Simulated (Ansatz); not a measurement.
We consider CsCl-type CoAl, described by r²SCAN0 in Ansatz (PAW).

Settings: plane-wave cutoff 520 eV, 10×10×10 k mesh, Fermi–Dirac smearing 0.05 eV, no spin polarisation, scalar-relativistic PAW data made under PBE.

Energies at three volumes about the minimum:

```tsv
V (Å³/atom)	E − E_lowest (meV/atom)
10.578	6.62
10.849	0.00
11.120	2.70
```

Task: Fit a parabola by hand: where is the minimum, what lattice constant follows, and what is the bulk modulus?

Result: Slopes: (0.00 − 6.62)/(10.849 − 10.578) = -24.428 and (2.70 − 0.00)/(11.120 − 10.849) = 9.963 meV/Å³. Curvature E″ = 2 × (9.963 − (-24.428))/(11.120 − 10.578) = 126.904 meV/Å⁶. From the middle of the first interval, the slope vanishes at V0 = 10.7135 − (-24.428)/126.904 = 10.906 Å³/atom. B = V0 E″ = 10.906 × 126.904 meV/Å³ × 0.1602 GPa per meV/Å³ = 222 GPa. With 2 atoms in the cube, a = (2 × 10.906)^(1/3) = 2.794 Å. The full Birch–Murnaghan fit to all volumes gives V0 = 10.901 Å³/atom and B0 = 217 GPa.

Measured, for comparison: bulk modulus 162 GPa, lattice constant a 2.861 Å (room temperature, not corrected to a static lattice; as tabulated in Yamada et al. (2019), arXiv:1910.09660). Computed (rounded) less measured: bulk modulus +34 %.

Note: the run has no spin polarisation, so it can have missed a magnetic state.

Ansatz is an electronic-structure program.
